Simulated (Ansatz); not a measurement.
The parent structure is an 8-atom supercell of ZnS in the wurtzite structure (space group P6_3mc, No. 186; a = 3.782 Å, c = 6.208 Å) at its relaxed geometry.

The values are results of Ansatz (a first-principles code) PBEsol, without spin-orbit coupling, earlier PAW set, not measurements.

One neutral defect a cell, atoms relaxed at fixed cell.

One change was made to it. Results:

| quantity | base | after |
|---|---|---|
| largest displacement of a host atom from its site in the perfect cell | – | 0.18 Å |
| pressure | 0.0 GPa | 5.5 GPa |

Task: Name the change that was made.
A. Ga on a Zn site, symmetric start
B. S vacancy, symmetric start
C. Li interstitial (started 2.32 Å from the nearest host atom)
D. Zn vacancy, symmetric start

Result: C, Li interstitial (started 2.32 Å from the nearest host atom). For comparison, the pressure in the other runs: Ga on a Zn site, symmetric start gives 3.9 GPa; Zn vacancy, symmetric start gives -2.4 GPa; S vacancy, symmetric start gives -5.7 GPa.

The magnetic state is the one reached from the starting moments; the real material's order can differ, and small cells can't hold many antiferromagnetic ones. The cell is small, so the values are those of an ordered compound at a high defect concentration; dilute-limit values will differ. The mesh was chosen for an insulator and is coarse for the gapless case. Defects with a symmetric start kept the site's symmetry and may sit on a saddle; the others started slightly shaken. Seeded moments were not kept for Li interstitial (started 2.32 Å from the nearest host atom), Ga on a Zn site and S vacancy.
